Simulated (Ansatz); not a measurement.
Start from Cu in the fcc (Cu type) structure (space group Fm-3m, No. 225; a = 3.563 Å; relaxed with 0.1 eV smearing). Axes: x, y, z lie along the cube axes.

Structures relaxed with PBEsol/PAW in Ansatz (a quantum-chemistry and plane-wave program), no spin-orbit coupling, earlier PAW set.

Base:

Simulated powder pattern, Cu Kα1, λ = 1.54056 Å (kinematic, ideal powder, no thermal factors, no anomalous dispersion; the 8 strongest lines at most, above 2 %, up to 2θ = 90°):

```csv
2θ (°),I/Imax (%),hkl
43.98,100,(111)
51.23,47,(200)
75.38,26,(220)
```

After one change:

Simulated powder pattern, Cu Kα1, λ = 1.54056 Å (kinematic, ideal powder, no thermal factors, no anomalous dispersion; the 8 strongest lines at most, above 2 %, up to 2θ = 90°):

| 2θ (°) | I/Imax (%) |
|---|---|
| 43.48 | 100 |
| 44.49 | 93 |
| 51.23 | 30 |
| 51.25 | 60 |
| 73.95 | 9.0 |
| 75.40 | 34 |
| 76.88 | 8.0 |

Question: Which change produced these results?
A. uniaxial strain ε_zz = +1.31 %
B. biaxial strain +1.75 %, plane normal [111], relaxed out of plane
C. tensor shear ε_xy = −1.65 %
D. uniaxial strain ε_xx = +0.72 %

Answer: C, tensor shear ε_xy = −1.65 %. Its volume per atom is 11.31 Å³ against 11.31 Å³, and its space group is Immm (No. 71).

Whether these cells are dynamically stable was not tested. The final runs are not spin-polarised.
